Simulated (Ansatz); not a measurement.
Be (Im-3m, No. 229, 1 atoms in the cell; start mp-20; high-temperature phase), treated with LDA (Ansatz, a quantum-chemistry and plane-wave program, PAW).

Input file:

Ansatz 0.2 input:
```yaml
crystal:
  lattice:
    - [-1.2387369059, 1.2387369059, 1.2387369059]
    - [1.2387369059, -1.2387369059, 1.2387369059]
    - [1.2387369059, 1.2387369059, -1.2387369059]
  atoms:
    - { symbol: Be, position: [0.0, 0.0, 0.0] }
basis:
  ecutwfc: 520
  ecutrho_ratio: 4
  xc_grid: 2
kpoints:
  mp_grid: { grid: [30, 30, 30] }
hamiltonian:
  xc: lda
  dispersion: none
  pseudopotentials: { azcp: { folder: ./paw }, kind: paw }
scf:
  occupations: { method: fermi_dirac, width: 0.05 }
output:
  forces: false
  stress: true
  eigenvalues: true
relax:
  f_tol: 0.004
  escape_saddle: false
  max_steps: 80
```

Output (set-up and result lines):

```
WARN output.stress: scf.convergence.dr2_threshold = 1e-7 eV (the SCF's general default) is looser than the 1e-10 eV advised for a printed stress (1e-10 eV for …
Relaxation: its limit of steps is 80 (relax.max_steps)
Crystal: 1 atoms, lattice volume = 7.603 Å³
Basis set: ecut = 520 eV, 201 PW (Γ), exchange–correlation on 32×32×32 points (8 copies of the dense FFT grid, shifted against one another)
Bands: 5, of which v1, the nominal top of the filled ones, is band 1 counted from 1 (0 counted from 0)
Symmetry: 48 space group operations
Space group: Im-3m (ITA 229), of the structure as read, at distance tolerance 2.0e-5 Å
k-points: 752 of 27000
Initial density: superposition of atomic densities (chi_scale 0.1, normalization cell)
Functional: x = slater, c = lda
SCF iter   1: F=—  HF=-88.135429 eV  |F-HF|=—  |Δ(HF+E_count)|=         —  Δρ=5.88e-3  dr2=4.07e-4
SCF iter   2: F=—  HF=-88.137557 eV  |F-HF|=—  |Δ(HF+E_count)|=   2.13e-3  Δρ=3.00e-3  dr2=1.08e-4
SCF iter   3: F=—  HF=-88.138386 eV  |F-HF|=—  |Δ(HF+E_count)|=   8.30e-4  Δρ=3.40e-5  dr2=2.63e-8
SCF iter   4: F=—  HF=-88.138386 eV  |F-HF|=—  |Δ(HF+E_count)|=   2.88e-8  Δρ=7.39e-6  dr2=1.28e-9
SCF iter   5: F=-88.138386 eV  HF=-88.138386 eV  |F-HF|=4.26e-14  |Δ(HF+E_count)|=  9.10e-10  Δρ=6.80e-8  dr2=1.96e-13
SCF 1 converged in 5 iterations: F = -88.138386 eV  dr2 = 1.96e-13
relax step   1: F+E_penalty+E_count = -88.13838625 eV  Δ(F+E_penalty+E_count) = +0.000e0 eV  max|allowed force component| = 0.000e0 eV/Å  Δτ_max = 0.0000 Å  (5 SCF iters, accepted)
SCF converged after 5 iterations
Free energy (F): -88.138386 eV
Internal energy: -88.137618 eV  (E = F + TS)
E sigma→0 (E₀):  -88.138002 eV
Fermi energy:    9.195913 eV
--- Forces (eV/Å), atoms counted from 1 ---
  atom   1  Be    -0.00000000     0.00000000    -0.00000000
--- Stress (GPa, compression-positive) ---
       -2.549690      -0.000000      -0.000000
        0.000000      -2.549690       0.000000
        0.000000      -0.000000      -2.549690
  P = ⅓ Tr σ = -2.5497 GPa (-25.497 kbar)
```

The cell is one volume of an energy–volume scan, off the minimum.

The PAW data were made under PBE.

Note: the relaxation could not lower the start's symmetry, so the cell can be a saddle point above a distorted one.

The result took very roughly 7 core-seconds.

A start named mp-… is a Materials Project structure, which need not be a measured phase.
